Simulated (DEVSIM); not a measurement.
Device: Pd/Si3N4/p-Si capacitor, at 400 K.

Layer 1 from the left is Si3N4, thickness (nm) 16.0. Layer 2 from the left is Si, thickness (nm) 780, Na (cm⁻³) 5.4e17.

Metal gate on the left, work function 5.2 eV. Fixed charge at the semiconductor interface 1.2e12 cm⁻² (in units of +e); no interface traps.

The device is made up for the run: typed textbook-type constants, with dimensions and the other settings drawn at random. Values at 300 K; Nc and Nv go as T^1.5, mobilities as T to minus their exponent, the gap by Varshni's rule with the affinity fixed.

Si3N4: gap (eV) 5.1, affinity (eV) 2.1, permittivity 7.5. Si: gap (eV) 1.124, affinity (eV) 4.05, permittivity 11.7, Nc (cm⁻³) 2.86e19, Nv (cm⁻³) 3.1e19, Varshni α (eV/K) 0.000473, Varshni β (K) 636.

DEVSIM, 1D Poisson equation in equilibrium, Boltzmann statistics, complete ionisation; no quantum confinement or tunnelling. Metal contacts follow the ideal Schottky-Mott rule: no Fermi-level pinning, no interface dipoles.

What does the simulation give for the minimum of the low-frequency capacitance, the flat-band voltage?

minimum of the low-frequency capacitance 0.165 μF/cm²; flat-band voltage -0.26 V.
